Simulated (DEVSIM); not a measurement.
Structure: abrupt Si n-p junction, at 300 K.

```
layer (left to right)  material  thickness (μm)  Nd (cm⁻³)  Na (cm⁻³)  τn (s)  τp (s)
---------------------  --------  --------------  ---------  ---------  ------  ------
1                            Si            47.0     3.6e18          -  1.3e-7  1.3e-7
2                            Si             100          -     9.8e15  1.3e-7  1.3e-7
```

Left contact: ohmic. Right contact: ohmic. Voltage is applied to the left contact. Recombination: SRH at mid-gap, radiative. Gap narrowing is on: ΔEg = 6.92 meV × (l + √(l² + 0.5)), l = ln(N/1.3e17 cm⁻³), shared equally by both band edges. Mobility is μmin + (μ − μmin)/(1 + (N/Nref)^α).

The device is made up for the run: typed textbook-type constants, with dimensions and the other settings drawn at random. Values at 300 K.

```csv
parameter,Si
gap (eV),1.124
affinity (eV),4.05
permittivity,11.7
Nc (cm⁻³),2.86e19
Nv (cm⁻³),3.1e19
μn (cm²/Vs),1417
μp (cm²/Vs),470
"μn,min",52
"μp,min",45
"Nref,n",9.7e16
"Nref,p",2.2e17
αn,0.68
αp,0.72
B (cm³/s),4.7e-15
```

Model (solved in DEVSIM): 1D drift-diffusion, Boltzmann statistics, complete ionisation; no tunnelling, impact ionisation, image-force lowering or self-heating.

Q: Tabulate band edges, carrier densities and field at -0.9 V on the left contact.

A: Energies count from the Fermi level of the right contact; mesh points crowd at the junctions.

```json
[
 {"x (μm)": "0.000", "Ec (eV)": "0.954", "Ev (eV)": "-0.124", "n (cm⁻³)": "3.6e18", "p (cm⁻³)": "190", "field (V/cm)": "≈ 0"},
 {"x (μm)": "0.06103", "Ec (eV)": "0.954", "Ev (eV)": "-0.124", "n (cm⁻³)": "3.6e18", "p (cm⁻³)": "1.1e9", "field (V/cm)": "≈ 0"},
 {"x (μm)": "0.2771", "Ec (eV)": "0.954", "Ev (eV)": "-0.124", "n (cm⁻³)": "3.6e18", "p (cm⁻³)": "4.9e9", "field (V/cm)": "≈ 0"},
 {"x (μm)": "1.042", "Ec (eV)": "0.954", "Ev (eV)": "-0.124", "n (cm⁻³)": "3.6e18", "p (cm⁻³)": "1.8e10", "field (V/cm)": "≈ 0"},
 {"x (μm)": "5.886", "Ec (eV)": "0.953", "Ev (eV)": "-0.124", "n (cm⁻³)": "3.6e18", "p (cm⁻³)": "1.2e11", "field (V/cm)": "≈ 0"},
 {"x (μm)": "20.90", "Ec (eV)": "0.953", "Ev (eV)": "-0.124", "n (cm⁻³)": "3.6e18", "p (cm⁻³)": "2.0e12", "field (V/cm)": "≈ 0"},
 {"x (μm)": "39.51", "Ec (eV)": "0.953", "Ev (eV)": "-0.125", "n (cm⁻³)": "3.6e18", "p (cm⁻³)": "5.3e13", "field (V/cm)": "≈ 0"},
 {"x (μm)": "45.61", "Ec (eV)": "0.952", "Ev (eV)": "-0.125", "n (cm⁻³)": "3.6e18", "p (cm⁻³)": "1.6e14", "field (V/cm)": "≈ 0"},
 {"x (μm)": "46.62", "Ec (eV)": "0.952", "Ev (eV)": "-0.125", "n (cm⁻³)": "3.6e18", "p (cm⁻³)": "1.9e14", "field (V/cm)": "≈ 0"},
 {"x (μm)": "46.91", "Ec (eV)": "0.952", "Ev (eV)": "-0.125", "n (cm⁻³)": "3.6e18", "p (cm⁻³)": "2.0e14", "field (V/cm)": "≈ 0"},
 {"x (μm)": "46.99", "Ec (eV)": "0.953", "Ev (eV)": "-0.124", "n (cm⁻³)": "3.5e18", "p (cm⁻³)": "2.1e14", "field (V/cm)": "3400"},
 {"x (μm)": "47.08", "Ec (eV)": "1.107", "Ev (eV)": "-0.016", "n (cm⁻³)": "9.0e15", "p (cm⁻³)": "1.4e16", "field (V/cm)": "2200"},
 {"x (μm)": "47.33", "Ec (eV)": "1.113", "Ev (eV)": "-0.010", "n (cm⁻³)": "7.1e15", "p (cm⁻³)": "1.7e16", "field (V/cm)": "≈ 0"},
 {"x (μm)": "48.23", "Ec (eV)": "1.113", "Ev (eV)": "-0.011", "n (cm⁻³)": "6.8e15", "p (cm⁻³)": "1.7e16", "field (V/cm)": "≈ 0"},
 {"x (μm)": "53.67", "Ec (eV)": "1.109", "Ev (eV)": "-0.014", "n (cm⁻³)": "5.4e15", "p (cm⁻³)": "1.5e16", "field (V/cm)": "≈ 0"},
 {"x (μm)": "70.70", "Ec (eV)": "1.091", "Ev (eV)": "-0.033", "n (cm⁻³)": "2.8e15", "p (cm⁻³)": "1.3e16", "field (V/cm)": "-14"},
 {"x (μm)": "116.4", "Ec (eV)": "0.999", "Ev (eV)": "-0.124", "n (cm⁻³)": "7.8e14", "p (cm⁻³)": "1.1e16", "field (V/cm)": "-25"},
 {"x (μm)": "138.4", "Ec (eV)": "0.940", "Ev (eV)": "-0.183", "n (cm⁻³)": "3.5e14", "p (cm⁻³)": "1.0e16", "field (V/cm)": "-28"},
 {"x (μm)": "145.5", "Ec (eV)": "0.920", "Ev (eV)": "-0.204", "n (cm⁻³)": "8.6e13", "p (cm⁻³)": "9.9e15", "field (V/cm)": "-30"},
 {"x (μm)": "146.6", "Ec (eV)": "0.916", "Ev (eV)": "-0.207", "n (cm⁻³)": "2.5e13", "p (cm⁻³)": "9.8e15", "field (V/cm)": "-30"},
 {"x (μm)": "146.9", "Ec (eV)": "0.915", "Ev (eV)": "-0.208", "n (cm⁻³)": "6.1e12", "p (cm⁻³)": "9.8e15", "field (V/cm)": "-31"},
 {"x (μm)": "147.0", "Ec (eV)": "0.915", "Ev (eV)": "-0.208", "n (cm⁻³)": "12000", "p (cm⁻³)": "9.8e15", "field (V/cm)": "-31"}
]
```
